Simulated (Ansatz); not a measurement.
Consider interstitial Sn in wurtzite GaN, charge state +2. Level of theory: PBE, PAW (plane waves to 420 eV; Ansatz, a program for electronic structure).

Cell of 72 host sites held at the relaxed PBE lattice; a 2×2×2 k-point mesh shifted by half a step along c; Fermi-Dirac width 0.01 eV, spin-restricted; finite-size errors left in. No zero-point or tunnelling terms. The charge state is imposed; whether it is stable for some Fermi level was not computed. Sites that were not tried may lie lower. The start lies 0.62 eV above the lowest site run (PBE).

Relaxed starting cell (atoms counted from 1):

```
CELL_PARAMETERS angstrom
      9.65543     0.00000     0.00000
     -4.82771     8.36185     0.00000
      0.00000     0.00000    10.48619
ATOMIC_POSITIONS crystal
  Ga 0.23273 0.11419 0.23671
  Ga 0.22672 0.10826 0.75222
  Ga 0.22131 0.44317 0.24738
  Ga 0.22704 0.45670 0.75433
  Ga 0.22233 0.77637 0.24994
  Ga 0.22110 0.77760 0.75045
  Ga 0.55885 0.10944 0.24936
  Ga 0.54935 0.10940 0.74963
  Ga 0.55497 0.44372 0.24978
  Ga 0.55378 0.44491 0.74861
  Ga 0.55555 0.77743 0.24739
  Ga 0.54198 0.77164 0.75437
  Ga 0.88623 0.11255 0.14864
  Ga 0.88604 0.11268 0.74100
  Ga 0.88926 0.43985 0.24936
  Ga 0.88930 0.44936 0.74961
  Ga 0.88452 0.76593 0.23664
  Ga 0.89046 0.77198 0.75223
  Ga 0.13322 0.24751 0.53180
  Ga 0.12683 0.23164 0.97930
  Ga 0.10906 0.55665 0.49930
  Ga 0.11066 0.55763 0.00181
  Ga 0.11272 0.88599 0.50325
  Ga 0.11154 0.88718 0.99871
  Ga 0.44617 0.22382 0.49855
  Ga 0.44612 0.22348 0.99883
  Ga 0.44306 0.55560 0.49730
  Ga 0.44365 0.55507 0.00365
  Ga 0.44203 0.88963 0.49932
  Ga 0.44109 0.88806 0.00182
  Ga 0.77232 0.22637 0.50988
  Ga 0.76854 0.23018 0.98443
  Ga 0.77488 0.55255 0.49855
  Ga 0.77522 0.55259 0.99882
  Ga 0.75109 0.86543 0.53189
  Ga 0.76710 0.87192 0.97931
  N  0.21663 0.11372 0.43915
  N  0.22592 0.10746 0.93727
  N  0.21995 0.44454 0.43815
  N  0.22604 0.45435 0.93779
  N  0.22080 0.77789 0.43730
  N  0.22139 0.77733 0.93803
  N  0.55609 0.11170 0.43754
  N  0.54848 0.10730 0.93593
  N  0.55406 0.44463 0.43692
  N  0.55392 0.44477 0.93718
  N  0.55413 0.77873 0.43817
  N  0.54438 0.77268 0.93782
  N  0.88776 0.11082 0.51580
  N  0.88757 0.11116 0.94726
  N  0.88699 0.44261 0.43754
  N  0.89142 0.45024 0.93591
  N  0.88498 0.78212 0.43915
  N  0.89126 0.77279 0.93728
  N  0.12606 0.23200 0.16754
  N  0.11965 0.22907 0.71175
  N  0.11050 0.55465 0.18957
  N  0.10983 0.55686 0.68650
  N  0.11166 0.88705 0.18703
  N  0.11000 0.88870 0.68836
  N  0.45119 0.22336 0.18686
  N  0.44338 0.22316 0.68541
  N  0.44416 0.55458 0.19104
  N  0.44322 0.55548 0.68482
  N  0.44406 0.88821 0.18958
  N  0.44184 0.88887 0.68651
  N  0.77411 0.22459 0.17718
  N  0.77191 0.22679 0.69885
  N  0.77532 0.54748 0.18684
  N  0.77554 0.55533 0.68542
  N  0.76673 0.87266 0.16757
  N  0.76962 0.87904 0.71182
  Sn 0.95796 0.04053 0.35620
```
Cell charge +2.

End state 1 differs by these moves (Å; atoms that move under 0.08 Å are left out):

```
atom  element     Δx     Δy     Δz
----  -------  -----  -----  -----
1          Ga  -0.11  -0.01   0.11
3          Ga   0.06   0.08  -0.11
8          Ga  -0.05  -0.04   0.05
15         Ga  -0.11   0.11  -0.13
17         Ga  -0.04   0.15   0.13
19         Ga   0.13  -0.23   0.00
31         Ga  -0.18  -0.05   0.23
35         Ga   0.13   0.12  -0.23
61          N  -0.07   0.00   0.04
63          N   0.03   0.06  -0.04
67          N  -0.09   0.03  -0.10
68          N  -0.02  -0.02   0.14
69          N  -0.07   0.12   0.00
71          N   0.01   0.09   0.10
72          N   0.02   0.00  -0.14
73         Sn  -1.02   1.77   0.00
```

Task: Give the forward and backward barriers to end state 1 at the level PBE, PAW.

Result: forward 0.40 eV, backward 0.40 eV; at the saddle point atom 73 has neighbours Ga at 2.37; N at 1.98 Å. The saddle point's order was not checked, and it lies on a symmetry element of the cell, where a band can be held.
